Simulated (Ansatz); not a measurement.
Start from CdSe in the zinc blende structure (space group F-43m, No. 216; a = 6.196 Å).

Calculations: PBE/PAW in Ansatz (an electronic-structure program), spin-orbit coupling left out.

Base values:

Pressure: -0.1 kbar
Width of the top valence band: 1.98 eV

Perturbation: an isotropic linear strain of +3.00 %; the atoms relax in the strained cell.

Task: What does the calculation give for the pressure and width of the top valence band after the change?

Result: The pressure shrinks by 32.2 kbar to -32.3 kbar; the width of the top valence band shrinks by 0.32 eV to 1.66 eV.

The levels and masses belong to the bands next to the band gap. Stability against distortions was not tested.
